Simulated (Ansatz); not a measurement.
**Pressure series in GaS**

The reference is GaS in the beta-GaS type structure (space group P6_3/mmc, No. 194; layered, stacked along the Cartesian z axis).

```xyz
8
Lattice="3.5342 0.0000 0.0000 -1.7671 3.0607 0.0000 0.0000 0.0000 15.0389" Properties=species:S:1:pos:R:3 pbc="T T T"
Ga     0.0000     2.0405    10.0695
Ga     1.7671     1.0202     2.5501
Ga     1.7671     1.0202     4.9694
Ga     0.0000     2.0405    12.4888
S      0.0000     2.0405     1.4580
S      1.7671     1.0202     8.9774
S      1.7671     1.0202    13.5809
S      0.0000     2.0405     6.0615
```

Cell and atoms are relaxed at each pressure.

All numbers come from plane-wave PAW DFT at the PBEsol-D3(BJ) level (Ansatz, a quantum-chemistry and plane-wave program, 420 eV), scalar-relativistic without spin-orbit coupling.

Notes on the quantities. enthalpy: H = E + PV relative to the base's energy.

| variant | lattice parameter a | band gap | enthalpy | c/a ratio |
|---|---|---|---|---|
| base | 3.534 Å | 1.29 eV | – | 4.255 |
| pressure −1 GPa | 3.553 Å | 1.44 eV | -0.13 eV/atom | 4.320 |
| pressure 3 GPa | 3.485 Å | 0.98 eV | +0.37 eV/atom | 4.182 |
| pressure 7 GPa | 3.430 Å | 0.65 eV | +0.83 eV/atom | 4.154 |
| pressure 30 GPa | 3.205 Å | zero | +3.19 eV/atom | 4.219 |
| pressure 50 GPa | 3.068 Å | zero | +4.96 eV/atom | 4.323 |
| pressure 75 GPa | 2.834 Å | zero | +6.95 eV/atom | 4.782 |
| pressure 100 GPa | 2.488 Å | zero | +8.54 eV/atom | 6.118 |

A case with no gap was solved on a k-mesh chosen for an insulator, which is coarse for it. From pressure 100 GPa on, the axis ratios lie over 15 % from the base's, so the cell there is far from its starting form. Load acts through the strain it causes; cell and atoms are relaxed under it. No phonon test of stability was made. No other phases were tried under pressure. All final runs are without spin polarisation. A zero or small gap of GaS under pressure 30 GPa can be the functional's error rather than a property of the material.
